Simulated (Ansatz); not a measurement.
**A computed series for TiC: pressure series**

The reference is TiC in the rock salt structure (space group Fm-3m, No. 225; a = 4.333 Å).

Cell and atoms are relaxed at each pressure.

Level of theory: DFT with PBE, PAW potentials and a 420 eV plane-wave cutoff in Ansatz (a first-principles code), scalar-relativistic without spin-orbit coupling.

| P (GPa) | V (Å³/atom) |
|---|---|
| -1.99 | 10.252 |
| -0.99 | 10.210 |
| 0.30 | 10.157 |
| 0.70 | 10.141 |
| 1.49 | 10.109 |
| 2.99 | 10.051 |
| 4.99 | 9.976 |
| 7.49 | 9.886 |
| 9.99 | 9.799 |

A third-order Birch–Murnaghan fit to these points gives V₀ = 10.17 Å³/atom, B₀ = 250 GPa and B₀′ = 4.0. At pressure 10 GPa the volume is 96.4 % of V₀.

Load acts through the strain it causes; cell and atoms are relaxed under it. No phonon test of stability was made. Competing high-pressure phases were not computed. The base started in Pnma and relaxed to Fm-3m at this level. The final runs are not spin-polarised.
